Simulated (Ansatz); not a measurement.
Impurities on the W site of bcc W. The bounds on chemical potentials count only the phases computed here; "not settled" covers levels within 0.1 eV of a band edge and carriers that are partly localised.

The numbers are results of PBE, PAW (plane waves to 420 eV; Ansatz, a program for electronic structure), not measurements. Cell and caveats: 54-site cell; 4×4×4 shifted k-points; no spin–orbit coupling; no Hubbard U; energies good to tenths of an eV; the relaxation kept the symmetry of the starting site.

```tsv
impurity	neighbours in the neutral state (Å)	moment (μB)	E_f of the neutral state (eV; limit and bounding phases)
Cl	W 2.75, W 2.75, W 2.75, W 2.75, W 2.75, W 2.75, W 2.75, W 2.75 (the shell may go on)	not spin-polarised	5.35 (WCl4 (C2/m))
Re	W 2.75, W 2.75, W 2.75, W 2.75, W 2.75, W 2.75, W 2.75, W 2.75 (the shell may go on)	not spin-polarised	0.18 (elements)
Cr	W 2.73, W 2.73, W 2.73, W 2.73, W 2.73, W 2.73, W 2.73, W 2.73 (the shell may go on)	0.0	0.37 (elements)
Fe	W 2.74, W 2.74, W 2.74, W 2.74, W 2.74, W 2.74, W 2.74, W 2.74 (the shell may go on)	fractional	–
Ti	W 2.76, W 2.76, W 2.76, W 2.76, W 2.76, W 2.76, W 2.76, W 2.76 (the shell may go on)	not spin-polarised	-0.84 (elements)
Ru	W 2.77, W 2.77, W 2.77, W 2.77, W 2.77, W 2.77, W 2.77, W 2.77 (the shell may go on)	not spin-polarised	0.78 (elements)
Ta	W 2.77, W 2.77, W 2.77, W 2.77, W 2.77, W 2.77, W 2.77, W 2.77 (the shell may go on)	not spin-polarised	-0.48 (elements)
```
